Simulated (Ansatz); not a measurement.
BaTiO3: response to strain

Take BaTiO3 in the cubic perovskite structure (space group Pm-3m, No. 221; a = 3.9944 Å) as the base. Axes: x, y, z lie along the cube axes.

Strains are applied to the cell and any free atomic positions relax; under biaxial strain the out-of-plane vector relaxes too.

Calculations: Ansatz (a program for electronic structure) r2SCAN, no spin-orbit coupling, earlier PAW set.

### Question
Only one of these has a direct gap. Which?
A) isotropic strain +5.95 %
B) biaxial strain −4.07 %, plane normal [110], relaxed out of plane
C) isotropic strain +5.49 %
D) biaxial strain −1.50 %, plane normal [001], relaxed out of plane

### Answer
B, biaxial strain −4.07 %, plane normal [110], relaxed out of plane. Computed: biaxial strain −1.50 %, plane normal [001], relaxed out of plane: indirect, A → Γ; isotropic strain +5.95 %: indirect, R → Γ; biaxial strain −4.07 %, plane normal [110], relaxed out of plane: direct at Γ; isotropic strain +5.49 %: indirect, R → Γ

Stability against distortions was not tested. All final runs are without spin polarisation. Many cubic perovskites are stable only at high temperature; tilts and polar distortions were not tested. This is not the structure that BaTiO3 has at room temperature and ambient pressure. k-point labels follow each cell's own Brillouin zone.
